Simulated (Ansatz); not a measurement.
Computed with PBE (plane waves to 420 eV, PAW; Ansatz, a program for electronic structure).

Planar average of the electrostatic potential across the slab, in eV from the Fermi level, for the (111) surface of fcc Ir, one added row of Ir in 4 (bottom of the slab: a bare face, its two planes held):

```tsv
z (Å)	V (eV)
3.89	5.51
4.17	5.51
4.44	5.51
4.72	5.50
5.00	5.50
5.28	5.48
5.56	5.45
5.83	5.37
6.11	5.22
6.39	4.89
6.67	4.19
6.94	2.67
7.22	-0.78
7.50	-8.48
7.78	-17.56
8.06	-23.25
8.33	-22.84
8.61	-16.60
8.89	-7.73
9.17	-1.92
9.44	-2.44
9.72	-9.11
10.00	-17.98
10.28	-23.70
10.56	-23.49
10.83	-17.48
11.11	-8.64
11.39	-2.55
11.67	-2.83
11.94	-9.41
12.22	-18.17
12.50	-23.76
12.78	-23.37
13.06	-17.22
13.33	-8.34
13.61	-2.27
13.89	-2.36
14.17	-8.59
14.44	-17.44
14.72	-23.45
15.00	-23.62
15.28	-17.88
15.56	-9.09
15.83	-2.64
16.11	-2.44
16.39	-8.50
16.67	-17.33
16.94	-23.39
17.22	-23.68
17.50	-18.04
17.78	-9.26
18.06	-2.68
18.33	-2.37
18.61	-8.29
18.89	-17.02
19.17	-23.03
19.44	-23.26
19.72	-17.59
20.00	-8.74
20.28	-1.66
20.56	0.38
20.83	-0.47
21.11	-1.73
21.39	-2.08
21.67	-1.07
21.94	0.96
22.22	2.99
22.50	4.02
22.78	4.45
23.06	4.65
23.33	4.75
23.61	4.79
23.89	4.82
24.17	4.83
24.44	4.83
24.72	4.84
25.00	4.84
25.28	4.84
25.56	4.84
25.83	4.84
```

Set-up: 25 atoms, 13.7 Å thick at the start with caps and adatoms (thin: gaps and levels are the slab's own); mesh 16x4x1; 0.1 eV smearing; dipole correction on; 8 atoms held, the rest relaxed; symmetry of the start imposed; no spin, no spin-orbit, no U. In PBE it is, or lies within 0.01 eV a 1x1 cell of, the lowest of the 2 structures of its composition computed so far; subsurface sites and larger cells were not tried.

### Question
The surface cell has an area of 25.95 Å². What dipole along the normal does the step between the two vacuum levels imply?

### Answer
the top vacuum level lies 0.67 eV below the bottom one; p = −ε₀ A ΔV (ε₀ = 0.005526 e/(V·Å)) gives 0.10 e·Å a cell.
